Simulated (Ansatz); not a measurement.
## C: stress against strain

C (diamond, Fd-3m, 5.610 Å³/atom at rest, cube axes along x, y and z) under a strain ε along a cube axis (axis z), the other axes held. PBEsol in Ansatz, a plane-wave DFT program (PAW, default set), 420 eV, 16×16×16 Γ-centred mesh, Fermi-Dirac smearing 0.05 eV; ions are relaxed within the symmetry of each cell. Stress is positive for a compressed cell.

Here s stands for strain and y for stress zz.

```
strain (%)  stress zz (GPa)
----------  ---------------
-3.00                     ?
-1.50                 16.37
-1.00                 10.85
-0.50                  5.40
0.00                   0.00
0.50                  -5.31
1.00                 -10.56
1.50                 -15.74
```

Problem. Using a straight line, estimate the missing y at s = -3.00 from the other rows, showing the fit.

Solution. Means: s 0, y 0.144. About the means, the sum of products is -74.930 and the sum of squares of s is 7.0000; the slope is their ratio. Least squares gives y = 0.144 - 10.7043·s. Residuals (row less fit): 0.170, 0.002, -0.096, -0.144, -0.102, 0.000, 0.172; standard error 0.141 (degrees of freedom: 5). The slope gives the elastic constant C11 = 1070 ± 5 GPa. At the withheld row, y = 0.144 - 10.7043 × (-3.0) = 32.257 GPa. The calculation gives 33.39 GPa, 1.133 GPa above the prediction (2.3 % of the range of y in the table). The row lies outside the fitted rows, so this is an extrapolation. From the scatter of the fitted rows alone, a prediction at this place has a standard error of 0.219 GPa, so the miss is 5.2 times that.

One order more, fitted to all 13 runs of the series, follows each within 0.01, so the miss is the next term of a smooth law. Rows are the converged runs of the series near zero and its far end; series whose fitted rows scatter by over a few per cent of the range, as at a crossing or softening among them, aren't shown in this form. Most that stay on the fit to the last digits aren't either.
